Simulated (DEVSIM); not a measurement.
System: Al/HfO2/SiO2/n-Si capacitor, at 300 K.

| layer (left to right) | material | thickness (nm) | Nd (cm⁻³) |
|---|---|---|---|
| 1 | HfO2 | 2.60 | - |
| 2 | SiO2 | 0.560 | - |
| 3 | Si | 920 | 2e16 |

Metal gate on the left, work function 4.1 eV. Fixed charge at the semiconductor interface 8.8e11 cm⁻² (in units of +e); interface traps 2.8e10 cm⁻² eV⁻¹, uniform in energy, neutral level at 0.5 of the gap above the valence band.

The device is made up for the run: typed textbook-type constants, with dimensions and the other settings drawn at random. Values at 300 K.

| parameter | HfO2 | SiO2 | Si |
|---|---|---|---|
| gap (eV) | 5.7 | 9 | 1.124 |
| affinity (eV) | 2.5 | 0.9 | 4.05 |
| permittivity | 22 | 3.9 | 11.7 |
| Nc (cm⁻³) | - | - | 2.86e19 |
| Nv (cm⁻³) | - | - | 3.1e19 |

Simulated with DEVSIM: 1D Poisson equation in equilibrium, Boltzmann statistics, complete ionisation; no quantum confinement or tunnelling. Metal contacts follow the ideal Schottky-Mott rule: no Fermi-level pinning, no interface dipoles.

### Question
Give the band bending (positive: bands bend down) and minority sheet density.

### Answer

```json
[
 {"Vg (V)": "-1.2", "ψs (V)": "-0.915", "minority carriers (cm⁻²)": "1.7e12"},
 {"Vg (V)": "-0.9", "ψs (V)": "-0.700", "minority carriers (cm⁻²)": "1.4e9"},
 {"Vg (V)": "-0.6", "ψs (V)": "-0.405", "minority carriers (cm⁻²)": "< 1e8"},
 {"Vg (V)": "-0.3", "ψs (V)": "-0.114", "minority carriers (cm⁻²)": "< 1e8"},
 {"Vg (V)": "0", "ψs (V)": "0.131", "minority carriers (cm⁻²)": "< 1e8"}
]
```
